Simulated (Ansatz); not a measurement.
The parent structure is Ta in the bcc (W type) structure (space group Im-3m, No. 229; relaxed with 0.1 eV smearing).

```
Ta
1.0
   -1.65304     1.65304     1.65304
    1.65304    -1.65304     1.65304
    1.65304     1.65304    -1.65304
Ta
1
Cartesian
  0.00000   0.00000   0.00000
```

Cartesian axes are those of the cell as printed.

Calculations: Kohn–Sham DFT with the r2SCAN functional, run in Ansatz (an electronic-structure program) with PAW and 500 eV plane waves, without spin-orbit coupling.

Now apply this change: tensor shear ε_xy = +1.43 % (engineering shear γ = 0.0286), atoms relaxed at fixed cell.

Problem. Predict the stress tensor and what it implies for the stiffness.

Solution. Stress of the strained cell less that of the base (GPa, compression positive):
```
    0.1    -2.1     0.0
   -2.1     0.1     0.0
    0.0     0.0     0.2
```

Then −Δσ/γ with γ = 2ε = 0.0286 gives secant stiffness values (nonlinear terms included at this strain): C66 ≈ 73 GPa.

Stability against distortions was not tested. The final runs are not spin-polarised.
